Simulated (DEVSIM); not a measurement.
Device: Ru/HfO2/SiO2/p-Si capacitor, at 300 K.

```
layer (left to right)  material  thickness (nm)  Na (cm⁻³)
---------------------  --------  --------------  ---------
1                          HfO2            5.00          -
2                          SiO2           0.540          -
3                            Si            6700     7.3e15
```

Metal gate on the left, work function 4.7 eV. Fixed charge at the semiconductor interface 0 cm⁻² (in units of +e); no interface traps.

Constants are typed, rounded textbook-type inputs, not results; the design itself was drawn at random and stands for no fabricated device. Values at 300 K.

```csv
parameter,HfO2,SiO2,Si
gap (eV),5.7,9,1.124
affinity (eV),2.5,0.9,4.05
permittivity,22,3.9,11.7
Nc (cm⁻³),-,-,2.86e19
Nv (cm⁻³),-,-,3.1e19
```

Simulated with DEVSIM: 1D Poisson equation in equilibrium, Boltzmann statistics, complete ionisation; no quantum confinement or tunnelling. Metal contacts follow the ideal Schottky-Mott rule: no Fermi-level pinning, no interface dipoles.

The interface trap density was swept, all else fixed.

| interface trap density (cm^-2 eV^-1) | minimum of the low-frequency capacitance (μF/cm²) | threshold voltage (band bending 2φF) (V) | flat-band voltage (V) |
|---|---|---|---|
| 0 | 0.0338 | 0.45 | -0.26 |
| 1e10 | 0.0354 | 0.45 | -0.26 |
| 1e11 | 0.0493 | 0.45 | -0.26 |
| 3e11 | [?] | 0.46 | -0.27 |
| 1e12 | 0.180 | 0.46 | -0.30 |
| 2e12 | 0.309 | 0.47 | -0.33 |

### Question
What belongs in the gaps?

### Answer

- 3e11, minimum of the low-frequency capacitance (μF/cm²): 0.0796
